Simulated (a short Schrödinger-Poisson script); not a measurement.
Structure: MOS inversion layer, SiO2 on p-type Si(100), at 300 K.

From the gate side: 2.8 nm SiO2; 260 nm Si, acceptors 2.7e18 cm⁻³.

The device is made up for the run: typed textbook-type constants, with dimensions and the other settings drawn at random. SiO2: permittivity 3.9, conduction-band edge (eV) 3.15, gap (eV) 9, electron mass (mₑ) 0.5. Si: permittivity 11.7, conduction-band edge (eV) 0, gap (eV) 1.124, Nv at 300 K (cm⁻³) 3.1e19.

Channel valleys (confinement mass, in-plane density-of-states mass, number): Δ2 0.916, 0.19, 2; Δ4 0.19, 0.417, 4. At the gate the conduction-band edge of layer 1 lies 3.56 eV − eVg above the Fermi level of the channel; the field vanishes at the back. Gaps are held at their typed values at every temperature. Mesh 0.03 nm at interfaces.

From a short Schrödinger-Poisson script (our own, NumPy): 1D Poisson equation in equilibrium, electrons quantum, Hartree (BenDaniel-Duke, 12 states a valley, the channel's in-plane mass for all, wave functions free to enter the dielectric), parabolic valleys, classical holes, full ionisation, no traps, pinning or gate leakage.

| Vg (V) | electrons (cm⁻²) | C (μF/cm²) | Δ2 E0 (meV from the Fermi level) | Δ4 E0 (meV from the Fermi level) |
|---|---|---|---|---|
| 1.1 | 1.10e9 | 0.349 | 217.6 | 297.3 |
| 1.2 | 1.47e10 | 0.378 | 150.3 | 231.9 |
| 1.3 | 1.34e11 | 0.595 | 92.6 | 175.9 |
| 1.4 | 4.93e11 | 0.838 | 57.8 | 142.6 |
| 1.5 | 1.00e12 | 0.948 | 38.0 | 124.2 |
| 1.6 | 1.58e12 | 0.999 | 24.6 | 112.1 |
| 1.7 | 2.20e12 | 1.03 | 14.5 | 103.2 |
| 1.8 | 2.83e12 | 1.05 | 6.2 | 96.2 |
| 1.9 | 3.48e12 | 1.06 | -0.9 | 90.3 |
| 2 | 4.13e12 | 1.07 | -7.1 | 85.2 |
| 2.1 | 4.80e12 | 1.08 | -12.8 | 80.7 |
| 2.2 | 5.46e12 | 1.08 | -18.0 | 76.6 |
| 2.3 | 6.14e12 | 1.09 | -22.9 | 72.9 |
| 2.4 | 6.81e12 | 1.09 | -27.4 | 69.5 |
| 2.5 | 7.49e12 | 1.10 | -31.8 | 66.2 |
| 2.6 | 8.17e12 | 1.10 | -35.9 | 63.2 |

Gate voltages with under 1e9 electrons/cm² are left out.

### Question
At Vg = 2.6 V the lowest Δ2 subband lies at -35.9 meV from the Fermi level. How many electrons does it hold, and what share of all?

### Answer
The two-dimensional density of states is g m/(πħ²) = 1.59e11 cm⁻² meV⁻¹ (both spins), kT = 25.9 meV, so n = D kT ln(1 + exp(−E/kT)) = 6.61e12 cm⁻², 0.81 of the 8.17e12 cm⁻² in all.

### Question
Compare the slope of the sheet density between 2.4 and 2.6 V with the geometric capacitance of the layers between gate and channel.

### Answer
q Δn/ΔV = 1.09 μF/cm²; ε0/Σ(t/ε) = 1.23 μF/cm². The ratio is 0.88: the channel acts as a further capacitance in series.
